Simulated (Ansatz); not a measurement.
This Ansatz (a quantum-chemistry and plane-wave program) input is the reference run, ZrO2 (space group P2_1/c, No. 14), computed with r2SCAN (Ansatz), no spin-orbit coupling:

Ansatz 0.2 input:
```yaml
crystal:
  lattice:
    - [5.1542569003, 0, 0]
    - [0, 5.2257404451, 0]
    - [-0.8717205396, 0, 5.259565719]
  atoms:
    - { symbol: Zr, position: [0.2761300258, 0.042134168, 0.2097257055] }
    - { symbol: Zr, position: [0.7238699742, 0.542134168, 0.2902742945] }
    - { symbol: Zr, position: [0.7238699742, 0.957865832, 0.7902742945] }
    - { symbol: Zr, position: [0.2761300258, 0.457865832, 0.7097257055] }
    - { symbol: O, position: [0.0688249835, 0.3328207506, 0.3446999864] }
    - { symbol: O, position: [0.9311750165, 0.8328207506, 0.1553000136] }
    - { symbol: O, position: [0.9311750165, 0.6671792494, 0.6553000136] }
    - { symbol: O, position: [0.0688249835, 0.1671792494, 0.8446999864] }
    - { symbol: O, position: [0.4496640626, 0.7572694435, 0.4778249225] }
    - { symbol: O, position: [0.5503359374, 0.2572694435, 0.0221750775] }
    - { symbol: O, position: [0.5503359374, 0.2427305565, 0.5221750775] }
    - { symbol: O, position: [0.4496640626, 0.7427305565, 0.9778249225] }
basis: { ecutwfc: 500, ecutrho_ratio: 4, xc_grid: 4, fft_grid_basis: typed }
kpoints: { mp_grid: { grid: [5, 5, 5] } }
hamiltonian:
  xc: r2scan
  dispersion: none
  pseudopotentials: { kind: paw }
scf: { occupations: { method: fermi_dirac, width: 0.05 }, convergence: { dr2_threshold: 0.0000000012 } }
output: { forces: true, stress: true }
```

Write the input for this change: biaxial strain +4.10 %, plane normal [001], relaxed out of plane (Cartesian); in-plane vectors clamped, the third vector and the atoms free.


Ansatz 0.2 input:
```yaml
crystal:
  lattice:
    - [5.3655814332, 0, 0]
    - [0, 5.4399958033, 0]
    - [-0.9074610817, 0, 5.1517446218]
  atoms:
    - { symbol: Zr, position: [0.2761300258, 0.042134168, 0.2097257055] }
    - { symbol: Zr, position: [0.7238699742, 0.542134168, 0.2902742945] }
    - { symbol: Zr, position: [0.7238699742, 0.957865832, 0.7902742945] }
    - { symbol: Zr, position: [0.2761300258, 0.457865832, 0.7097257055] }
    - { symbol: O, position: [0.0688249835, 0.3328207506, 0.3446999864] }
    - { symbol: O, position: [0.9311750165, 0.8328207506, 0.1553000136] }
    - { symbol: O, position: [0.9311750165, 0.6671792494, 0.6553000136] }
    - { symbol: O, position: [0.0688249835, 0.1671792494, 0.8446999864] }
    - { symbol: O, position: [0.4496640626, 0.7572694435, 0.4778249225] }
    - { symbol: O, position: [0.5503359374, 0.2572694435, 0.0221750775] }
    - { symbol: O, position: [0.5503359374, 0.2427305565, 0.5221750775] }
    - { symbol: O, position: [0.4496640626, 0.7427305565, 0.9778249225] }
basis: { ecutwfc: 500, ecutrho_ratio: 4, xc_grid: 4, fft_grid_basis: typed }
kpoints: { mp_grid: { grid: [5, 5, 5] } }
hamiltonian:
  xc: r2scan
  dispersion: none
  pseudopotentials: { kind: paw }
scf: { occupations: { method: fermi_dirac, width: 0.05 } }
relax: { f_tol: 0.005, max_steps: 50, cell: { stress_tol: 0.01, fix: [a, b, gamma] } }
output: { forces: true, stress: true }
checkpoint: { write: state.ck, write_every: 1000 }
```
This is the input that was run; other choices of cell and start would serve too.

Stability against distortions was not tested.
